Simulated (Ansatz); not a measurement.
Base system: Sr in the fcc (Cu type) structure (space group Fm-3m, No. 225; a = 5.923 Å). Axes: x, y, z lie along the cube axes.

All numbers come from plane-wave PAW DFT at the PBEsol level (Ansatz, an electronic-structure program, 420 eV), spin-orbit coupling left out.

Base values:

| Property | Result |
|---|---|
| Volume per atom | 51.93 Å³ |

One thing is altered: uniaxial stress, 1 GPa tension along x; all other stress components relax to zero.

Task: What happens to the volume per atom and energy relative to the base?

Result: The volume per atom rises by 1.303 Å³ (51.93 Å³ → 53.24 Å³); the energy rises by 12 meV/atom.

Load acts through the strain it causes; cell and atoms are relaxed under it. Beyond what the load breaks, stability against distortions was not tested.
